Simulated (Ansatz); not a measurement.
Start from Ag$_{2}$O (space group Pn-3m, No. 224; a = 4.707 Å).

Computed with plane-wave PAW DFT at the PBEsol level (Ansatz, a first-principles code, 420 eV), no spin-orbit coupling.

For the base:

The lattice parameter a is 4.707 Å and the band gap is zero.

Now apply this change: a hydrostatic pressure of 1.5 GPa.

### Question
What does the calculation give for the lattice parameter a after the change?

### Answer
The lattice parameter a decreases by 0.0255 Å to 4.681 Å.

### Question
What happens to the band gap?

### Answer
The band gap remains zero.

Load acts through the strain it causes; cell and atoms are relaxed under it. Whether these cells are dynamically stable was not tested. No Hubbard U is applied, and correlation can decide whether such a compound is a metal. All final runs are without spin polarisation. Gaps under 0.05 eV, about the width of the smearing, are given as zero. The zero or small gap of Ag2O can change with the level of theory.
